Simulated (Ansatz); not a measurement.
An Ansatz (an electronic-structure program) run: WSi2 with a change (uniaxial strain ε_zz = −2.00 %); PBEsol, PAW, 420 eV (Ansatz; spin-orbit coupling left out).

Input:

Ansatz 0.2 input:
```yaml
crystal:
  lattice:
    - [-1.6011862442, 1.6011862442, 3.8306736085]
    - [1.6011862442, -1.6011862442, 3.8306736085]
    - [1.6011862442, 1.6011862442, -3.8306736085]
  atoms:
    - { symbol: Si, position: [0.6655246743, 0.6655246743, 0] }
    - { symbol: Si, position: [0.3344753257, 0.3344753257, 0] }
    - { symbol: W, position: [0, 0, 0] }
basis: { ecutwfc: 420, ecutrho_ratio: 4, xc_grid: 2, fft_grid_basis: typed }
kpoints: { mp_grid: { grid: [25, 25, 25] } }
hamiltonian:
  xc: pbesol
  dispersion: none
  pseudopotentials: { kind: paw }
scf: { occupations: { method: fermi_dirac, width: 0.1 }, convergence: { dr2_threshold: 0.0000000003 } }
relax: { f_tol: 0.005, max_steps: 50 }
output: { forces: true, stress: true }
checkpoint: { write: state.ck, write_every: 1000 }
```

Output (explanatory and most iteration lines left out):

```
Relaxation: its limit of steps is 50 (relax.max_steps)
Pseudopotential: Si, paw, valence charge 4
Pseudopotential: W, paw, valence charge 14
Crystal: 3 atoms, lattice volume = 39.284 Å³
Basis set: ecut = 420 eV, 761 PW (Γ), exchange–correlation on 60×60×60 points (8 copies of the dense FFT grid, shifted against one another)
Bands: 15, of which v1, the nominal top of the filled ones, is band 11 counted from 1 (10 counted from 0)
Symmetry: 16 space group operations
Space group: I4/mmm (ITA 139), of the structure as read, at distance tolerance 3.4e-5 Å
k-points: 1183 of 15625
Functional: x = pbesol(κ = 0.804, μ = 0.12345679012345678), c = pbesol(β = 0.046)
SCF iter   1: F=—  HF=-11500.871912 eV  |F-HF|=—  |Δ(HF+E_count)|=         —  Δρ=4.38e-3  dr2=5.27e-3  ethr=1.77e-3  ⟨swp⟩=5.0  Hψ=102687  notcnv=0
SCF iter   2: F=—  HF=-11500.871201 eV  |F-HF|=—  |Δ(HF+E_count)|=   7.11e-4  Δρ=2.33e-3  dr2=1.04e-3  ethr=2.39e-5  ⟨swp⟩=1.0  Hψ=27211  notcnv=0
SCF 1 converged in 7 iterations: F = -11500.871103 eV  dr2 = 8.58e-12
relax step   1: F+E_penalty+E_count = -11500.87110276 eV  Δ(F+E_penalty+E_count) = +0.000e0 eV  max|allowed force component| = 5.024e-2 eV/Å  Δτ_max = 0.0000 Å  (7 SCF iters, accepted)
Crystal: 3 atoms, lattice volume = 39.284 Å³
SCF iter   1: F=—  HF=-11500.871213 eV  |F-HF|=—  |Δ(HF+E_count)|=         —  Δρ=1.47e-4  dr2=1.54e-5  ethr=6.89e-8  ⟨swp⟩=2.0  Hψ=69815  notcnv=0
SCF iter   2: F=—  HF=-11500.871209 eV  |F-HF|=—  |Δ(HF+E_count)|=   4.23e-6  Δρ=8.52e-5  dr2=5.36e-6  ethr=6.89e-8  ⟨swp⟩=1.0  Hψ=17751  notcnv=0
SCF 2 converged in 5 iterations: F = -11500.871206 eV  dr2 = 7.30e-11
relax step   2: F+E_penalty+E_count = -11500.87120642 eV  Δ(F+E_penalty+E_count) = -1.037e-4 eV  max|allowed force component| = 7.877e-3 eV/Å  Δτ_max = 0.0018 Å  (5 SCF iters, accepted)
Crystal: 3 atoms, lattice volume = 39.284 Å³
SCF iter   1: F=—  HF=-11500.871211 eV  |F-HF|=—  |Δ(HF+E_count)|=         —  Δρ=2.75e-5  dr2=5.45e-7  ethr=2.43e-8  ⟨swp⟩=2.2  Hψ=45171  notcnv=0
SCF iter   2: F=—  HF=-11500.871209 eV  |F-HF|=—  |Δ(HF+E_count)|=   1.47e-6  Δρ=1.58e-5  dr2=1.83e-7  ethr=2.48e-9  ⟨swp⟩=1.0  Hψ=27209  notcnv=0
SCF 3 converged in 4 iterations: F = -11500.871209 eV  dr2 = 9.85e-11
relax step   3: F+E_penalty+E_count = -11500.87120904 eV  Δ(F+E_penalty+E_count) = -2.618e-6 eV  max|allowed force component| = 6.558e-6 eV/Å  Δτ_max = 0.0003 Å  (4 SCF iters, accepted)
SCF converged after 4 iterations
Free energy (F): -11500.871209 eV
Internal energy: -11500.862092 eV  (E = F + TS)
E sigma→0 (E₀):  -11500.866651 eV
Entropy (-TS):   -0.009117 eV (-3.039 meV/atom)
Fermi energy:    17.149484 eV
--- Forces (eV/Å), atoms counted from 1 ---
  atom   1  Si     0.00000000    -0.00000000     0.00000656
  atom   2  Si     0.00000000     0.00000000    -0.00000656
  atom   3  W      0.00000000     0.00000000     0.00000000
--- Stress (GPa, compression-positive) ---
        2.128354       0.000000      -0.000000
        0.000000       2.128354       0.000000
       -0.000000       0.000000      12.189450
  P = ⅓ Tr σ = 5.4821 GPa (54.821 kbar)
--- Relaxed structure (3 steps of the walk, 3 accepted, 0 SCFs on fresh bases) ---
  atoms:
    - { symbol: Si, position: [0.6658009760463747, 0.6658009760463747, -3.0696826993377055e-35] }
    - { symbol: Si, position: [0.3341990239536253, 0.3341990239536253, -2.6938031851330884e-35] }
    - { symbol: W, position: [-1.5661646425192373e-37, 5.779147530895986e-35, 5.763485884470794e-35] }
```

Stability against distortions was not tested. All final runs are without spin polarisation. The cell was made from WSi2 (space group I4/mmm, No. 139) by this change: uniaxial strain ε_zz = −2.00 %.
